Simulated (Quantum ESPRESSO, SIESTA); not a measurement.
A SIESTA input for a self-consistent single point of Tc3N (P-6m2, 4 atoms in the cell) (DFT, GGA PBEsol, numerical atomic orbitals DZP, PseudoDojo PBEsol standard norm-conserving potentials (rewritten from UPF to PSML)):

```
# files in the folder: Tc.psml N.psml (PseudoDojo PBEsol standard)
SystemName  Tc3N
SystemLabel Tc3N

NumberOfAtoms                4
NumberOfSpecies              2
%block ChemicalSpeciesLabel
  1 43 Tc
  2 7 N
%endblock ChemicalSpeciesLabel
LatticeConstant              1.0 Ang
%block LatticeVectors
     2.797790000    0.000000000    0.000000000
    -1.398895000    2.422957000    0.000000000
     0.000000000    0.000000000    7.039340000
%endblock LatticeVectors
AtomicCoordinatesFormat      Bohr
%block AtomicCoordinatesAndAtomicSpecies
     0.000000000    0.000000000    6.651212349  1
     2.643531071    1.526240188   10.686236833  1
     2.643531071    1.526240188    2.616187865  1
     0.000000000    0.000000000    0.000000000  2
%endblock AtomicCoordinatesAndAtomicSpecies

XC.functional                GGA
XC.authors                   PBEsol
PAO.BasisSize                DZP
PAO.EnergyShift              0.01 Ry
MeshCutoff                   300 Ry
%block kgrid.MonkhorstPack
   14   0   0  0.0
    0  14   0  0.0
    0   0   5  0.0
%endblock kgrid.MonkhorstPack
OccupationFunction           MP
OccupationMPOrder            0
ElectronicTemperature        580.23 K

MaxSCFIterations             150
SCF.Mixer.Method             Pulay
SCF.Mixer.Weight             0.25
SCF.Mixer.History            6
SCF.DM.Tolerance             1.0E-05
Diag.ParallelOverK           true
WriteForces                  true
```

Write the same calculation as an input for Quantum ESPRESSO.

This is the input that was run; spellings and numerical settings could be chosen otherwise.

```fortran
&CONTROL
   calculation = 'scf',
   prefix = 'Tc3N',
   outdir = './work',
   pseudo_dir = './',
   verbosity = 'high',
   tprnfor = .true.,
   tstress = .true.,
/
&SYSTEM
   ibrav = 4,
   celldm(1) = 5.28705662,
   celldm(3) = 2.5160359825,
   nat = 4,
   ntyp = 2,
   ecutwfc = 40,
   ecutrho = 320,
   occupations = 'smearing',
   smearing = 'gauss',
   degauss = 0.0036749,
/
&ELECTRONS
   conv_thr = 1.0d-10,
   mixing_beta = 0.7,
/
ATOMIC_SPECIES
Tc    97.9072  tc_pbesol_v1.uspp.F.UPF
N     14.0070  n_pbesol_v1.2.uspp.F.UPF
ATOMIC_POSITIONS {crystal}
Tc    0.00000000    0.00000000    0.50000000
Tc    0.66666667    0.33333333    0.80333000
Tc    0.66666667    0.33333333    0.19667000
N     0.00000000    0.00000000    0.00000000
K_POINTS {automatic}
14 14 5  0 0 0
```

Basis settings and potentials, where a program has them, do not carry over. This input uses DFT, PBEsol, plane waves, GBRV 1.5 ultrasoft (PBESOL) pseudopotentials.

The starting cell comes from a database of computed structures (which also holds hypothetical and non-ambient phases and stackings), without a prior relaxation at this level.
